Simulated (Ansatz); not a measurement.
The starting structures come from a database of crystals and need not be the phases stable at ambient conditions.

Tunnelling through a barrier is set by its complex band structure: the current falls as exp(−2κd) with the smallest κ.

Here is the system:

```yaml
crystal:
  lattice:
    - [6.24899, 0.00000, 0.00000]
    - [-0.94748, 6.17675, 0.00000]
    - [0.94748, 1.10390, 6.07730]
  atoms:
    - { symbol: In, position: [0.31846, 0.14046, 0.39371] }
    - { symbol: In, position: [0.68154, 0.85954, 0.60629] }
    - { symbol: In, position: [0.60629, 0.31846, 0.85954] }
    - { symbol: In, position: [0.39371, 0.68154, 0.14046] }
    - { symbol: In, position: [0.14046, 0.60629, 0.68154] }
    - { symbol: In, position: [0.85954, 0.39371, 0.31846] }
    - { symbol: Te, position: [0.00000, 0.00000, 0.00000] }
    - { symbol: O, position: [0.03998, 0.70038, 0.08649] }
    - { symbol: O, position: [0.96002, 0.29962, 0.91351] }
    - { symbol: O, position: [0.91351, 0.03998, 0.29962] }
    - { symbol: O, position: [0.08649, 0.96002, 0.70038] }
    - { symbol: O, position: [0.70038, 0.91351, 0.96002] }
    - { symbol: O, position: [0.29962, 0.08649, 0.03998] }
    - { symbol: O, position: [0.59511, 0.17550, 0.58114] }
    - { symbol: O, position: [0.40489, 0.82450, 0.41886] }
    - { symbol: O, position: [0.41886, 0.59511, 0.82450] }
    - { symbol: O, position: [0.58114, 0.40489, 0.17550] }
    - { symbol: O, position: [0.17550, 0.41886, 0.40489] }
    - { symbol: O, position: [0.82450, 0.58114, 0.59511] }
```

Space group of this cell: R-3. The cell is taken as given; by r2SCAN its mean pressure is -0.5 GPa.

Transport runs along the normal of the first two printed cell vectors, the (101) plane of the conventional cell.

No gap correction and no spin-orbit coupling; mid-gap values are interpolated between computed energies.

**Question.** Give the band gap and the smallest decay constant κ at mid-gap that r2SCAN (Ansatz, a program for electronic structure) yields.

**Answer.** Gap 1.90 eV on a 6×6×6 mesh; κ = 0.184 1/Å, at the zone centre.
